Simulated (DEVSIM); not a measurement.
Structure: n-channel Si planar bulk MOSFET with SiO2, at 350 K.

```
Quantity                                                     Result
-----------------------  ------------------------------------------
Gate length                                                   40 nm
Source drain length                                           32 nm
Dielectric thickness                                         1.4 nm
Lateral straggle                                               3 nm
Underlap                                                       0 nm
Junction depth                                              19.9 nm
Substrate depth                                              119 nm
Gate work function                                          4.09 eV
Source and drain doping  1.1e20 cm⁻³, Gaussian tails under the gate
Body doping                                               3e18 cm⁻³
Lifetime                                                     2e-7 s
Supply                                                        0.8 V
```

All mobilities are scaled by 0.3; velocity saturation, μ/(1 + (μE/vsat)^b)^(1/b) with b = 2 for electrons and 1 for holes and E the electric field along each mesh edge, is on. Mobility is constant in doping.

Constants are typed, rounded textbook-type inputs, not results; the design itself was drawn at random and stands for no fabricated device. Values at 300 K; Nc and Nv go as T^1.5, mobilities as T to minus their exponent, the gap by Varshni's rule with the affinity fixed.

Si: gap (eV) 1.124, affinity (eV) 4.05, permittivity 11.7, Nc (cm⁻³) 2.86e19, Nv (cm⁻³) 3.1e19, μn (cm²/Vs) 1417, μp (cm²/Vs) 470, T exponent of μn 2.3, T exponent of μp 2.2, vsat,n (cm/s) 1e7, vsat,p (cm/s) 8.4e6, Varshni α (eV/K) 0.000473, Varshni β (K) 636. SiO2: gap (eV) 9, affinity (eV) 0.9, permittivity 3.9.

Simulated with DEVSIM: 2D drift-diffusion, Boltzmann statistics, complete ionisation; no quantum confinement, tunnelling, impact ionisation, self-heating, contact resistance or fringe fields beside the gate. Metal contacts follow the ideal Schottky-Mott rule: no Fermi-level pinning, no interface dipoles.

Transfer curves, |Id| in μA/μm:

| Vg (V) | Vd = 0.05 V | Vd = 0.8 V |
|---|---|---|
| -0.24 | 0.0001412 | 0.001261 |
| -0.2 | 0.0003646 | 0.003182 |
| -0.16 | 0.0009432 | 0.008063 |
| -0.12 | 0.002443 | 0.02048 |
| -0.08 | 0.006329 | 0.05207 |
| -0.04 | 0.01639 | 0.1323 |
| 0 | 0.04235 | 0.3349 |
| 0.04 | 0.1091 | 0.8419 |
| 0.08 | 0.2789 | 2.085 |
| 0.12 | 0.7049 | 5.022 |
| 0.16 | 1.743 | 11.50 |
| 0.2 | 4.142 | 24.32 |
| 0.24 | 9.210 | 46.27 |
| 0.28 | 18.58 | 78.57 |
| 0.32 | 33.33 | 120.5 |
| 0.36 | 53.31 | 170.5 |
| 0.4 | 77.40 | 226.7 |
| 0.44 | 104.3 | 287.9 |
| 0.48 | 133.0 | 352.9 |
| 0.52 | 162.6 | 421.0 |
| 0.56 | 192.8 | 491.6 |
| 0.6 | 223.2 | 564.2 |
| 0.64 | 253.6 | 638.7 |
| 0.68 | 283.8 | 714.6 |
| 0.72 | 313.8 | 791.7 |
| 0.76 | 343.4 | 870.0 |
| 0.8 | 372.7 | 949.3 |

Question: Work out the subthreshold swing at low drain bias from the rows at -0.12 and -0.08 V, and compare it with the thermal limit.

Answer: log10(0.006329/0.002443) = 0.413 over 40.0 mV, so S = 96.8 mV/decade. The limit kT/q ln 10 is 69.4 mV/decade; the ratio is 1.39. This is the steepest step of the table.

Question: Find both thresholds at the constant current 0.1 μA × (1 μm/L) a micrometre, and the DIBL.

Answer: The current is 2.50 μA/μm. Interpolating ln Id gives 0.177 V and 0.088 V; their difference over the 0.75 V of drain bias is 120 mV/V.

Source and drain are degenerate, where Boltzmann statistics are only rough. The electric field that drives the saturation includes the junctions' built-in field, which lowers the mobility there even at small currents: subthreshold currents come out too low, a known weakness of this choice.
